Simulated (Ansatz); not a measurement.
Given:

```xyz
2
Lattice="2.9840 0.0000 0.0000 -1.4920 2.5842 0.0000 0.0000 0.0000 5.6725" Properties=species:S:1:pos:R:3 pbc="T T T"
Cd     1.4920     0.8614     4.2544
Cd     0.0000     1.7228     1.4181
```

No spin polarisation.

All numbers come from Kohn–Sham DFT with the PBE functional, run in Ansatz (an electronic-structure program) with PAW and 420 eV plane waves, scalar-relativistic without spin-orbit coupling. k-mesh 22×22×10 (Γ-centred); smearing 0.1 eV (Fermi–Dirac).

**Question.** Predict the band gap, pressure and space group.

**Answer.** Band gap: zero
Pressure (mean of the normal stresses, compression positive): 2.3 GPa
Space group: P6_3/mmc (No. 194)

The cells carry an imposed strain or load. Whether these cells are dynamically stable was not tested. The cell was made from Cd in the hcp (Mg type) structure (space group P6_3/mmc, No. 194) by this change: isotropic strain −1.50 %.
